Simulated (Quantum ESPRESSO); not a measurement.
Quantum ESPRESSO is run on CO2 (Pbcn, 12 atoms in the cell), and the run fails. The aim is a self-consistent single point with DFT, LDA (PZ), plane waves, GBRV 1.5 ultrasoft (LDA) pseudopotentials.

Cell that was meant: a = 4.7846 Å, b = 6.3155 Å, c = 5.6789 Å, α = 90.00°, β = 90.00°, γ = 90.00°.

Part of the input:

```fortran
 ibrav = 0
 nat = 12
 ntyp = 2
 ecutwfc = 40.0
 ecutrho = 200
 occupations = 'fixed'
 nbnd = 40
[...]
O     0.2009700000    0.3536700000    0.8664200000
O     0.7990300000    0.6463300000    0.1335800000
O     0.2990300000    0.1463300000    0.3664200000
O     0,7009700000    0,8536700000    0,6335800000
K_POINTS {automatic}
5 4 4  0 0 0
CELL_PARAMETERS {angstrom}
```

Log, with long lists cut:

```
     This program is part of the open-source Quantum ESPRESSO suite
     for quantum simulation of materials; please cite

[eval_infix.c] A parsing error occurred
helper string:
0,7009700000
error code:
Error: invalid token: ,

 %%%%%%%%%%%%%%%%%%%%%%%%%%%%%%%%%%%%%%%%%%%%%%%%%%%%%%%%%%%%%%%%%%%%%%%%%%%%%%
     Error in routine card_atomic_positions (1):
     Error while parsing atomic position card.
 %%%%%%%%%%%%%%%%%%%%%%%%%%%%%%%%%%%%%%%%%%%%%%%%%%%%%%%%%%%%%%%%%%%%%%%%%%%%%%

     stopping ...
```

Task: From the messages shown, name the fault and mend the input.

Result: The fault is decimal commas. The program does not read a comma as a decimal mark. To fix it, use decimal points. The program stopped before any SCF iteration.

The sound input it was made from differs as follows (other fixes are possible):
```diff
- ecutwfc = 40.0
+ ecutwfc = 40
-O     0,7009700000    0,8536700000    0,6335800000
+O     0.7009700000    0.8536700000    0.6335800000
```

With that input, the run converged in 8 iterations: free energy E − TS -4139.6966 eV; top of the valence band (on the code's own zero) -2.09 eV; gap on the k-point mesh 6.40 eV; pressure -2.14 GPa; largest force (vector length) 0.328 eV/Å (DFT, LDA (PZ), plane waves, GBRV 1.5 ultrasoft (LDA) pseudopotentials).

On the sound input: the starting cell comes from a database of computed structures (which also holds hypothetical and non-ambient phases and stackings), without a prior relaxation at this level.
